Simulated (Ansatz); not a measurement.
**Zone-centre phonon calculation of C (Cmce, 4 atoms in the cell) at several settings**

```yaml
crystal:
  lattice:
    - [1.10503, -3.49424, 0.00000]
    - [1.10503, 3.49424, 0.00000]
    - [0.00000, 0.00000, 2.91885]
  atoms:
    - { symbol: C, position: [0.39832, 0.60168, 0.58056] }
    - { symbol: C, position: [0.60168, 0.39832, 0.41944] }
    - { symbol: C, position: [0.89832, 0.10168, 0.91944] }
    - { symbol: C, position: [0.10168, 0.89832, 0.08056] }
```

Base: PBE in Ansatz (a program for electronic structure). Its settings: basis.ecutwfc = 420 eV; kpoints.mp_grid.grid = 10 10 8; hamiltonian.xc = pbe; hamiltonian.pseudopotentials = {kind: paw} (the program's default PAW files); scf.occupations.method = cold; scf.occupations.width = 0.2 eV. Starting volume 5.64 Å³ per atom.

Each line gives the change from the base single point and the result:

- phonons.method: default → dfpt: zone-centre frequencies (cm⁻¹; negative means imaginary) 0, 0, 0, 432, 464, 540, 617, 654, 813, 826, 855, 886.
- kpoints.mp_grid.grid: 10 10 8 → 6 6 4; phonons.method: default → dfpt: zone-centre frequencies (cm⁻¹; negative means imaginary) 0, 0, 0, 476, 549, 584, 607, 666, 675, 863, 900, 974.

The starting cell was generated: these elements placed on a structure prototype, without a prior relaxation; it need not be a known phase or ordering of this composition. Its lattice was rescaled by a random factor within 2.5 % of one. In the base run, with a pressure of about 65 GPa the cell is away from its equilibrium volume at this level. In the base run, forces exceed 1 eV/Å.

Frequencies and response belong to this unrelaxed cell, and polar modes hold no LO-TO splitting.

Left out of this page: 1 run of the series outside the window shown, repeating another row's setting, or not comparable.

Keys are those of Ansatz 0.2.
